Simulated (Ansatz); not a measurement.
The starting structures come from a database of crystals and need not be the phases stable at ambient conditions.

Tunnelling through a barrier is set by its complex band structure: the current falls as exp(−2κd) with the smallest κ.

Here is the system:

```yaml
crystal:
  lattice:
    - [4.03179, 0.00000, 0.00000]
    - [0.00000, 16.71982, 0.00000]
    - [2.01589, 0.00000, 3.49163]
  atoms:
    - { symbol: Y, position: [0.66667, 0.25000, 0.66667] }
    - { symbol: Y, position: [0.33333, 0.75000, 0.33333] }
    - { symbol: Y, position: [0.00000, 0.50000, 0.00000] }
    - { symbol: Y, position: [0.00000, 0.00000, 0.00000] }
    - { symbol: S, position: [0.66667, 0.41387, 0.66667] }
    - { symbol: S, position: [0.33333, 0.58613, 0.33333] }
    - { symbol: S, position: [0.33333, 0.91387, 0.33333] }
    - { symbol: S, position: [0.66667, 0.08613, 0.66667] }
    - { symbol: F, position: [0.33333, 0.25000, 0.33333] }
    - { symbol: F, position: [0.66667, 0.75000, 0.66667] }
    - { symbol: F, position: [0.00000, 0.25000, 0.00000] }
    - { symbol: F, position: [0.00000, 0.75000, 0.00000] }
```

Space group of this cell: P6_3/mmc. The cell is taken as given; by r2SCAN its mean pressure is 0.7 GPa.

Transport runs along the normal of the first two printed cell vectors, the (100) plane of the conventional cell.

No gap correction and no spin-orbit coupling; mid-gap values are interpolated between computed energies.

Q: Estimate the band gap and the smallest decay constant κ at mid-gap that r2SCAN in Ansatz (a first-principles code) returns for this system.

A: Gap 2.98 eV on a 10×2×10 mesh; κ = 0.276 1/Å, at the zone centre.
